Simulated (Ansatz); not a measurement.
The starting structures come from a database of crystals and need not be the phases stable at ambient conditions.

The decay constant κ of evanescent states in the gap governs leakage through a thin film.

```
BaZrF6
1.0
    5.46636     0.00000     0.00000
    0.00000     6.92063     0.00000
    0.00000     2.71784     6.36462
Ba Zr F
2 2 12
Direct
  0.43612   0.75000   0.75000
  0.56388   0.25000   0.25000
  0.00000   0.25000   0.75000
  0.00000   0.75000   0.25000
  0.75179   0.81872   0.43410
  0.24821   0.18128   0.56590
  0.75179   0.68128   0.06590
  0.24821   0.31872   0.93410
  0.24821   0.56590   0.18128
  0.75179   0.43410   0.81872
  0.24821   0.93410   0.31872
  0.75179   0.06590   0.68128
  0.84196   0.43468   0.43468
  0.15804   0.56532   0.56532
  0.84196   0.06532   0.06532
  0.15804   0.93468   0.93468
```

Space group of this cell: Cmme. The cell is taken as given.

Transport runs along the normal of the first two printed cell vectors.

The gap is the functional's own, uncorrected, and κ follows it; spin-orbit coupling is left out. Mid-gap values are interpolated between the computed energies.

Estimate the band gap and the smallest decay constant κ at mid-gap that r2SCAN (Ansatz, a program for electronic structure) returns for this system.

Gap 7.17 eV on a 6×6×6 mesh; κ = 0.566 1/Å, at the zone centre.
